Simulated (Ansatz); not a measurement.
A self-consistent single point of ScB (I4_1md, 4 atoms in the cell) with Ansatz (a quantum-chemistry and plane-wave program)

Computed with LDA (PW92), default PAW files made with PBE (plane waves; Ansatz).

This input was run:

Ansatz 0.2 input:
```yaml
crystal:
  lattice:
    - [-1.550469, 1.550469, 5.249125]
    - [1.550469, -1.550469, 5.249125]
    - [1.550469, 1.550469, -5.249125]
  atoms:
    - { symbol: Sc, position: [0.750000, 0.750000, 0.000000] }
    - { symbol: Sc, position: [0.500000, 0.000000, 0.500000] }
    - { symbol: B, position: [0.166000, 0.166000, 0.000000] }
    - { symbol: B, position: [0.916000, 0.416000, 0.500000] }
kpoints:
  mp_grid:
    grid: [8, 8, 8]
hamiltonian:
  xc: lda
  pseudopotentials:
    kind: paw
scf:
  occupations:
    method: methfessel_paxton
    width: 0.05
output:
  forces: true
  eigenvalues: true
  stress: true
```

Output (repeated stretches shortened):

```
WARN basis.ecutwfc = 420 eV, the default
WARN ansatz: RAYON_NUM_THREADS=1 ignored (pool sized by the plan → 1); use --threads N
basis.fft_grid_basis auto: the FFT boxes are laid along the combinations [[1, 0, 1], [0, 1, 1], [0, 0, 1]] of the cell's own vectors, 3.101, 3.101 and 5.689 Å …
Pseudopotentials: kind: paw
Pseudopotential: Sc, paw, valence charge 11
Pseudopotential: B, paw, valence charge 3
Crystal: 4 atoms, lattice volume = 50.475 Å³
Basis set: ecut = 420 eV, 981 PW (Γ), FFT grids on a1+a3, a2+a3, a3
Bands: 18, of which v1, the nominal top of the filled ones, is band 14 counted from 1 (13 counted from 0)
Symmetry: 8 space group operations
Space group: I41md (ITA 109), of the structure as read, at distance tolerance 3.7e-5 Å
k-points: 59 of 512 (time reversal used)
PAW frozen core: Sc, regenerated for the run's functional, and the local potential with it
PAW frozen core: B, regenerated for the run's functional, and the local potential with it
Initial density: superposition of atomic densities (neutral atoms: chi_scale 0, normalization atom), corrected by the library's trained network
Initial wavefunctions: pseudopotential atomic-orbital guess
Eigensolver: davidson
Functional: x = slater, c = lda
SCF iter   1: F=—  HF=-4475.318163 eV  |F-HF|=—  |Δ(HF+E_count)|=         —  Δρ=7.53e-3  dr2=3.62e-2  ethr=1.77e-3  ⟨swp⟩=4.0  Hψ=4152  notcnv=0
all-band conjugate gradients solve this SCF's bands
preconditioner: auto → Kerker (q_TF=auto, 2.473 Å⁻¹)
SCF iter   2: F=—  HF=-4475.312389 eV  |F-HF|=—  |Δ(HF+E_count)|=   5.77e-3  S|Δr|=    0.00e0  Δρ=4.20e-3  dr2=1.08e-2  ethr=1.29e-4  ⟨swp⟩=1.0  Hψ=1535  notcnv=0
SCF iter   3: F=—  HF=-4475.310056 eV  |F-HF|=—  |Δ(HF+E_count)|=   2.33e-3  S|Δr|=    0.00e0  Δρ=5.17e-4  dr2=1.38e-4  ethr=3.87e-5  ⟨swp⟩=2.0  Hψ=1338  notcnv=0
SCF iter   4: F=—  HF=-4475.310034 eV  |F-HF|=—  |Δ(HF+E_count)|=   2.17e-5  S|Δr|=    0.00e0  Δρ=1.21e-4  dr2=6.66e-6  ethr=4.92e-7  ⟨swp⟩=2.0  Hψ=1358  notcnv=0
SCF iter   5: F=—  HF=-4475.310034 eV  |F-HF|=—  |Δ(HF+E_count)|=   4.28e-8  S|Δr|=    0.00e0  Δρ=2.61e-5  dr2=2.79e-7  ethr=2.38e-8  ⟨swp⟩=2.5  Hψ=1403  notcnv=0
SCF iter   6: F=-4475.310034 eV  HF=-4475.310034 eV  |F-HF|=5.79e-10  |Δ(HF+E_count)|=   2.37e-8  S|Δr|=    0.00e0  Δρ=3.65e-6  dr2=3.26e-9  ethr=3.57e-10  ⟨swp⟩=4.2  Hψ=3160  notcnv=0
SCF 1 converged in 6 iterations: F = -4475.310034 eV  dr2 = 3.26e-9
SCF converged after 6 iterations
Stability not checked (fill_not_monotonic)
Free energy (F): -4475.310034 eV
Harris-Foulkes:  -4475.310034 eV  (|F-HF|=5.79e-10)
Internal energy: -4475.310305 eV  (E = F + TS)
E sigma→0 (E₀):  -4475.310102 eV
Entropy (-TS):   0.000270 eV (0.068 meV/atom)
Fermi energy:    11.546443 eV
--- Per-component energies (eV) ---
  E_band       = -225.353298
  E_kinetic    = 624.594750
  E_local      = -1544.673993  (includes V_loc(G=0)·N_el)
  E_nonlocal   = 202.836563
  E_hartree    = 535.410931
  E_xc         = -273.070094
  E_vxc        = -336.985801  (∫ρ·V_xc dr)
  E_paw        = -1966.174089  (= ΣΔE_a)
  E_vpaw       = -241.947790  (= ΣTr[D̂ρ^β])
  E_aug_tail   = 0.000017  (compensation charges beyond the density's cutoff)
  E_ewald      = -2054.935904
  E_core_change = 0.701514  (= ΣΔE_core)
  E_smearing   = 0.000270  (= −TS)
  E_closure    = -0.000000  (closes the sum)
  Σ components = -4475.310034   (vs F -4475.310034, Δ=0.00e0)
--- Forces (eV/Å), atoms counted from 1 ---
  atom   1  Sc    -0.00000000    -0.00000000    -0.75478936
  atom   2  Sc     0.00000000     0.00000000    -0.75478936
  atom   3  B      0.00000000     0.00000000     0.75478819
  atom   4  B      0.00000000     0.00000000     0.75478819
  max |Σ_I F_I| component: 2.33e-6 eV/Å
--- Stress (GPa, compression-positive) ---
       21.244112       0.000000       0.000000
        0.000000      21.244112       0.000000
        0.000000       0.000000      15.699250
  P = ⅓ Tr σ = 19.3958 GPa (193.958 kbar)
  The stress holds the Pulay correction. Without it, at fixed plane waves, as pw.x and ABINIT print it: P = 19.3112 GPa
--- Band table (eV; the first three rows and the last of 59) ---
  k-point 0: bands = ["-36.1980", "-36.0901", "-15.5979", "-14.9874", "-14.9874", "-14.9068", "-14.8976", "-14.8976", "2.5093", "6.0673", "7.7924", "11.2494", "11.9819", "12.2658", "12.2658", "12.5553", "12.9230", "12.9230"]
  k-point 1: bands = ["-36.1806", "-36.0812", "-15.5590", "-15.0630", "-15.0407", "-14.9809", "-14.9515", "-14.8836", "3.0171", "6.2947", "7.9958", "10.7328", "11.6122", "11.7354", "11.7537", "12.6510", "13.1536", "13.5116"]
  k-point 2: bands = ["-36.1371", "-36.0616", "-15.4685", "-15.2109", "-15.1601", "-15.1323", "-15.0664", "-14.9012", "4.2986", "6.5554", "8.6357", "9.6056", "10.3511", "11.1084", "11.2711", "12.6812", "13.1621", "13.7456"]
  k-point 58: bands = ["-36.1444", "-36.1444", "-15.2606", "-15.2606", "-15.0229", "-15.0229", "-14.8611", "-14.8611", "3.7908", "3.7908", "10.3771", "10.3771", "11.6204", "11.6204", "11.6814", "11.6814", "13.9340", "13.9340"]
```

The run converged in 6 iterations.

The starting cell was generated: these elements placed on a structure prototype, without a prior relaxation; it need not be a known phase or ordering of this composition. With a pressure of about 19 GPa the cell is away from its equilibrium volume at this level. Ansatz's pressure includes its estimate of the finite-basis (Pulay) stress.
